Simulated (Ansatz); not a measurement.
Structures of equal composition on the (0001) surface of hcp Ti: a layer of Pt in place of the second plane; a layer of Pt in place of the third plane. The slabs share one bottom face, and each structure is named by its start. These are constructed structures in small cells; real faces may alloy, dewet or reconstruct in larger ones, and not all known structures of the face are among them. Slabs of about 12 Å with all that they carry, Fermi-Dirac smearing of 0.1 eV. Bottom of the slabs: a bare face, its two planes held. Relaxed from the named starts with such symmetry as they have, on meshes of like density; energies extrapolated to zero smearing; no spin-orbit coupling, no U. Spin-polarised runs, if any, are marked in brackets, and their order is one that fits the cell; the others ran without spin.

Level of theory: PBE (plane waves to 420 eV, PAW; Ansatz, a first-principles code).

Problem. Put the candidates in order of energy per 1x1 cell, lowest first, for PBE.

Solution. a layer of Pt in place of the third plane (0.000 eV), a layer of Pt in place of the second plane (0.225 eV)
